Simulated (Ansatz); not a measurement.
The starting structures come from a database of crystals and need not be the phases stable at ambient conditions.

 Where the default PAW files enter, the runs use the earlier of Ansatz's two default sets.

Inside the gap of an insulator the Bloch states are evanescent, with a wavenumber k + iκ along the transport direction.

Given:

```
CELL_PARAMETERS angstrom
      4.12963     0.00000     0.00000
      0.00000     6.97661     0.00000
      0.00000     0.00000     4.12963
ATOMIC_POSITIONS crystal
  Sr 0.50000 0.20050 0.00000
  Sr 0.00000 0.79950 0.50000
  Cl 0.00000 0.35510 0.50000
  Cl 0.50000 0.64490 0.00000
  F  0.50000 0.00000 0.50000
  F  0.00000 0.00000 0.00000
```

Space group of this cell: P4/nmm. The cell is taken as given; by PBEsol its mean pressure is -1.6 GPa.

Transport runs along the normal of the first two printed cell vectors, the (100) plane of the conventional cell.

No gap correction and no spin-orbit coupling; mid-gap values are interpolated between computed energies.

Task: Compute, with PBEsol run with Ansatz (a quantum-chemistry and plane-wave program), the band gap and the smallest decay constant κ at mid-gap.

Result: Gap 5.77 eV on a 8×6×8 mesh; κ = 0.393 1/Å, at the zone centre.
